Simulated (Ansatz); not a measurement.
Sn, response to strain

Consider Sn in the diamond structure (space group Fd-3m, No. 227).

```
CELL_PARAMETERS angstrom
      0.00000     3.28336     3.28336
      3.28336     0.00000     3.28336
      3.28336     3.28336     0.00000
ATOMIC_POSITIONS crystal
  Sn 0.25000 0.25000 0.25000
  Sn 0.00000 0.00000 0.00000
```

Cartesian axes are those of the cell as printed.

Strains are applied to the cell and any free atomic positions relax.

The values are results of plane-wave PAW DFT at the r2SCAN level (Ansatz, a first-principles code, 500 eV), without spin-orbit coupling, not measurements.

Candidates:
(a) uniaxial strain ε_zz = +3.85 %
(b) uniaxial strain ε_yy = +3.56 %
(c) isotropic strain +0.48 %

Notes on the quantities. energy relative to the base: free energy F.

Question: Order them by energy relative to the base, lowest first.

Answer: (c) isotropic strain +0.48 % (+1.0 meV/atom), (b) uniaxial strain ε_yy = +3.56 % (+8.9 meV/atom), (a) uniaxial strain ε_zz = +3.85 % (+10 meV/atom)

Stability against distortions was not tested.
